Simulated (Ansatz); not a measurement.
The starting structures come from a database of crystals and need not be the phases stable at ambient conditions.

By PBEsol, the system below comes out a metal.

Consider the following.

```
CELL_PARAMETERS angstrom
      3.47753     0.00000     0.00000
      0.00000     3.47753     0.00000
      0.00000     0.00000     3.47753
ATOMIC_POSITIONS crystal
  V  0.00000 0.00000 0.00000
  Co 0.50000 0.50000 0.00000
  Co 0.00000 0.50000 0.50000
  Co 0.50000 0.00000 0.50000
```

Space group of this cell: Pm-3m, Cu3Au type. The cell is taken as given; by PBEsol its mean pressure is -2.7 GPa.

The current flows along the normal of the first two printed cell vectors, the (001) plane of the conventional cell. No spin-orbit coupling; the value is a mean over 0.1 eV about the Fermi level.

**Question.** Compute, with PBEsol (Ansatz, a program for electronic structure), the ballistic conductance per area.

**Answer.** 0.86 × 10¹⁵ S/m² for both spins.
